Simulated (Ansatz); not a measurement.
The reference is Al$_{2}$Au (space group Fm-3m, No. 225; a = 6.003 Å; relaxed with 0.1 eV smearing). Axes: x, y, z lie along the cube axes.

Method: Ansatz (a first-principles code), PBEsol, PAW, cutoff 420 eV, spin-orbit coupling left out.

Before the change:

```
Item               Result
---------------  --------
Volume per atom  18.03 Å³
```

The change: compressive biaxial strain of 0.42 % in the plane normal to [111], as in epitaxy on a mismatched substrate; the out-of-plane cell vector and the atoms relax.

Q: What happens to the energy relative to the base, in-plane stress and volume per atom?

A: The energy rises by 0.4 meV/atom; the mean in-plane stress (compression positive) comes out as +0.8 GPa; the volume per atom shrinks by 0.09 Å³ to 17.94 Å³.

Whether these cells are dynamically stable was not tested.
